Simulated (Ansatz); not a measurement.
NaCaF3 in the cubic perovskite structure (space group Pm-3m, No. 221; a hypothetical phase, not in the database extracts checked)

```
NaCaF3
1.0
    4.37160     0.00000     0.00000
    0.00000     4.37160     0.00000
    0.00000     0.00000     4.37160
Na Ca F
1 1 3
Direct
  0.00000   0.00000   0.00000
  0.50000   0.50000   0.50000
  0.00000   0.50000   0.50000
  0.50000   0.50000   0.00000
  0.50000   0.00000   0.50000
```

Computed with DFT with PBEsol, PAW potentials and a 420 eV plane-wave cutoff in Ansatz (an electronic-structure program), scalar-relativistic without spin-orbit coupling. Settings: 8×8×8 k-points, 0.05 eV Fermi–Dirac smearing.

| Quantity | Result |
|---|---|
| Volume per atom | 16.71 Å³ |
| Density | 2.39 g/cm³ |
| Band gap | 5.11 eV, indirect, R → Γ |
| Electron mass | 0.61 mₑ |
| Lowest conduction-band minima above the VBM | Γ 5.11 eV |
| Total energy | -1135.765 eV/atom (σ→0; compares only within this code and set-up) |

Masses are band curvatures over ±0.01 Å⁻¹ around the edge. No phonon test of stability was made. Many cubic perovskites are stable only at high temperature; tilts and polar distortions were not tested.
